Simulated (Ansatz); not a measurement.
Start from Re$_{2}$C (space group P6_3/mmc, No. 194; a = 2.8338 Å, c = 9.8281 Å; a cell from a computed database, its experimental status unchecked). Axes: x lies along a and z along c of the hexagonal cell.

Method: PBEsol (Ansatz, a program for electronic structure), no SOC.

Modification: an isotropic linear strain of +1.87 %, atoms relaxed at fixed cell.

Question: Predict the stress tensor and what it implies for the stiffness.

Answer: Stress of the strained cell less that of the base (GPa, compression positive):
```
  -20.0     0.0     0.0
    0.0   -20.0     0.0
    0.0     0.0   -23.3
```

Then B = −ΔP/(ΔV/V₀) with ΔV/V₀ = 0.0572 gives secant stiffness values (nonlinear terms included at this strain): B (at held cell shape, above the free-shape value) ≈ 369 GPa.

As a check, the harmonic strain energy −½ V₀ Δσ:ε is 42 meV/atom; the computed energy rise is 45 meV/atom.

Whether these cells are dynamically stable was not tested. The final runs are not spin-polarised.
